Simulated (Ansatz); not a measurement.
## Li under a change: isotropic strain −3.00 %

Base system: Li in the bcc (W type) structure (space group Im-3m, No. 229; a = 3.4343 Å; relaxed with 0.1 eV smearing).

Perturbation: the cell is scaled by 0.9700 in all directions, atoms relaxed at fixed cell.

Level of theory: PBEsol (Ansatz, a quantum-chemistry and plane-wave program), spin-orbit coupling left out. Γ-centred 27×27×27 mesh, Fermi–Dirac width 0.1 eV.

The volume per atom shrinks by 1.77 Å³ to 18.48 Å³ and the shortest interatomic distance falls by 0.089 Å to 2.885 Å. The energy rises by 7.6 meV/atom and the pressure goes from zero to 1.5 GPa. The band gap is still zero.

Final structure:

```
Li
1.0
   -1.66563     1.66563     1.66563
    1.66563    -1.66563     1.66563
    1.66563     1.66563    -1.66563
Li
1
Direct
  0.00000   0.00000   0.00000
```

No phonon test of stability was made.
